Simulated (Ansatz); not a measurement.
TiN: response to strain and stress

Consider TiN in the rock salt structure (space group Fm-3m, No. 225; a = 4.234 Å; relaxed with 0.1 eV smearing). Axes: x, y, z lie along the cube axes.

Strains are applied to the cell and any free atomic positions relax; under biaxial strain the out-of-plane vector relaxes too; under stress the whole cell relaxes.

Computed with r2SCAN (Ansatz, a first-principles code, PAW, no spin-orbit coupling), earlier PAW set.

Candidates:
(a) uniaxial stress, 3 GPa tension along z
(b) strain tensor (xx, yy, zz, yz, xz, xy) = (−0.76, −0.70, +2.36, +0.79, +0.10, +1.10) %
(c) isotropic strain +1.27 %
(d) biaxial strain −4.88 %, plane normal [001], relaxed out of plane
(e) biaxial strain +0.93 %, plane normal [110], relaxed out of plane

Notes on the quantities. energy relative to the base: free energy F.

### Question
Order them by energy relative to the base, lowest first.

### Answer
(a) uniaxial stress, 3 GPa tension along z (+0.5 meV/atom), (e) biaxial strain +0.93 %, plane normal [110], relaxed out of plane (+3.1 meV/atom), (c) isotropic strain +1.27 % (+12 meV/atom), (b) strain tensor (xx, yy, zz, yz, xz, xy) = (−0.76, −0.70, +2.36, +0.79, +0.10, +1.10) % (+13 meV/atom), (d) biaxial strain −4.88 %, plane normal [001], relaxed out of plane (+118 meV/atom)

A biaxial case was relaxed in a doubled cell and then solved in the primitive one. Beyond what the load breaks, stability against distortions was not tested. The final runs are not spin-polarised. An odd electron count without spin: TiN.
